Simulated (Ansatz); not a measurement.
The starting structures come from a database of crystals and need not be the phases stable at ambient conditions.

Evanescent states of CsPbF₃ (R3c, not sure to be the ambient phase, 10 atoms a cell, 22.0 Å³ an atom) along the normal of (001)

The numbers are results of PBEsol (plane waves, PAW; Ansatz, a first-principles code), not measurements.

The gap is the functional's own, uncorrected, and κ follows it; spin-orbit coupling is left out. Mid-gap values are interpolated between the computed energies.

Energies count from the valence-band top; κ is the least over a 6×6 mesh across the current.

```
E (eV)  κ (1/Å)  where
------  -------  -----
0.09      0.118      Γ
0.26      0.198      Γ
0.42      0.248      Γ
0.59      0.283      Γ
0.77      0.309      Γ
0.94        [?]      Γ
1.10        [?]      Γ
1.27        [?]      Γ
1.45        [?]      Γ
1.61        [?]      Γ
1.78        [?]      Γ
1.96        [?]      Γ
2.12        [?]      Γ
2.29        [?]      Γ
2.46        [?]      Γ
2.63        [?]      Γ
2.81      0.262      Γ
2.98      0.235      Γ
3.15      0.202      Γ
3.31      0.158      Γ
3.48      0.038      Γ
```

Q: Some entries are withheld; supply them.

A: 
- 0.94, κ (1/Å): 0.328
- 1.10, κ (1/Å): 0.340
- 1.27, κ (1/Å): 0.348
- 1.45, κ (1/Å): 0.351
- 1.61, κ (1/Å): 0.351
- 1.78, κ (1/Å): 0.347
- 1.96, κ (1/Å): 0.340
- 2.12, κ (1/Å): 0.330
- 2.29, κ (1/Å): 0.318
- 2.46, κ (1/Å): 0.303
- 2.63, κ (1/Å): 0.284
